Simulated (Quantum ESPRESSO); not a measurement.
Worked example: self-consistent single point of ZnCd₃S₄ (P-43m, 8 atoms in the cell) in Quantum ESPRESSO.

Level of theory: rev-vdW-DF2, SSSP 1.1.2 precision (PBE) pseudopotentials (plane waves; Quantum ESPRESSO).

```yaml
crystal:
  lattice:
    - [5.75955, 0.00000, 0.00000]
    - [0.00000, 5.75955, 0.00000]
    - [0.00000, 0.00000, 5.75955]
  atoms:
    - { symbol: Zn, position: [0.00000, 0.00000, 0.00000] }
    - { symbol: Cd, position: [0.00000, 0.50000, 0.50000] }
    - { symbol: Cd, position: [0.50000, 0.00000, 0.50000] }
    - { symbol: Cd, position: [0.50000, 0.50000, 0.00000] }
    - { symbol: S, position: [0.76361, 0.76361, 0.23639] }
    - { symbol: S, position: [0.76361, 0.23639, 0.76361] }
    - { symbol: S, position: [0.23639, 0.23639, 0.23639] }
    - { symbol: S, position: [0.23639, 0.76361, 0.76361] }
```

Reference input (self-consistent single point, DFT, LDA (PZ), plane waves, GBRV 1.5 ultrasoft (LDA) pseudopotentials): ecutwfc = 50 Ry; ecutrho = 250 Ry; occupations = fixed; potentials = {Zn: zn_lda_v1.uspp.F.UPF, Cd: cd_lda_v1.uspp.F.UPF, S: s_lda_v1.4.uspp.F.UPF}; K_POINTS = automatic 3 3 3 0 0 0; nbnd = 44; conv_thr = 1e-10 Ry. This run's input differs from it in these lines:

```diff
@@ -12,6 +12,7 @@
  ntyp = 3,
- ecutwfc = 50,
- ecutrho = 250,
+ ecutwfc = 65,
+ ecutrho = 520,
  occupations = 'fixed',
  nbnd = 44,
+ input_dft = 'vdw-df2-b86r',
 /
@@ -21,5 +22,5 @@
 ATOMIC_SPECIES
-Zn    65.3800  zn_lda_v1.uspp.F.UPF
-Cd   112.4140  cd_lda_v1.uspp.F.UPF
-S     32.0600  s_lda_v1.4.uspp.F.UPF
+Zn    65.3800  Zn_pbe_v1.uspp.F.UPF
+Cd   112.4140  Cd.pbe-dn-rrkjus_psl.0.3.1.UPF
+S     32.0600  s_pbe_v1.4.uspp.F.UPF
 ATOMIC_POSITIONS {angstrom}
```

Log, with long lists cut:

```
     Self-consistent Calculation

     iteration #  1     ecut=    65.00 Ry     beta= 0.70

     Threshold (ethr) on eigenvalues was too large:
     Diagonalizing with lowered threshold

     total energy              =    -924.65595088 Ry
     estimated scf accuracy    <       0.42920396 Ry

     iteration #  2     ecut=    65.00 Ry     beta= 0.70

     total energy              =    -924.75301186 Ry
     estimated scf accuracy    <       0.41745860 Ry

     iteration #  3     ecut=    65.00 Ry     beta= 0.70

     total energy              =    -924.84532888 Ry
     estimated scf accuracy    <       0.01818770 Ry

   [... 11 blocks of this kind left out ...]

     iteration # 15     ecut=    65.00 Ry     beta= 0.70

     total energy              =    -924.85122388 Ry
     estimated scf accuracy    <          1.8E-10 Ry

     iteration # 16     ecut=    65.00 Ry     beta= 0.70
     End of self-consistent calculation

     highest occupied, lowest unoccupied level (ev):     5.4096    6.4992

!    total energy              =    -924.85122388 Ry
     estimated scf accuracy    <          2.6E-12 Ry

     convergence has been achieved in  16 iterations

     Forces acting on atoms (cartesian axes, Ry/au):

     atom    1 type  1   force =     0.00000000    0.00000000    0.00000000
     atom    2 type  2   force =     0.00000000    0.00000000    0.00000000
     atom    3 type  2   force =     0.00000000    0.00000000    0.00000000
     atom    4 type  2   force =     0.00000000    0.00000000    0.00000000
     atom    5 type  3   force =    -0.00046347   -0.00046347    0.00046347
     atom    6 type  3   force =    -0.00046347    0.00046347   -0.00046347
   [... lines left out ...]

     Total force =     0.001606     Total SCF correction =     0.000004

          total   stress  (Ry/bohr**3)                   (kbar)     P=        1.75
   0.00001190   0.00000000   0.00000000            1.75        0.00        0.00
   0.00000000   0.00001190   0.00000000            0.00        1.75        0.00
   0.00000000   0.00000000   0.00001190            0.00        0.00        1.75

   JOB DONE.
```

The run converged in 16 iterations. Against the reference run the pressure goes from -4.06 to 0.18 GPa, the largest force goes from 0.046 to 0.021 eV/Å and the gap on the mesh goes from 0.974 to 1.090 eV.

The starting cell comes from a database of computed structures (which also holds hypothetical and non-ambient phases and stackings), without a prior relaxation at this level.

Cost on one core of a shared machine: roughly 7 min.
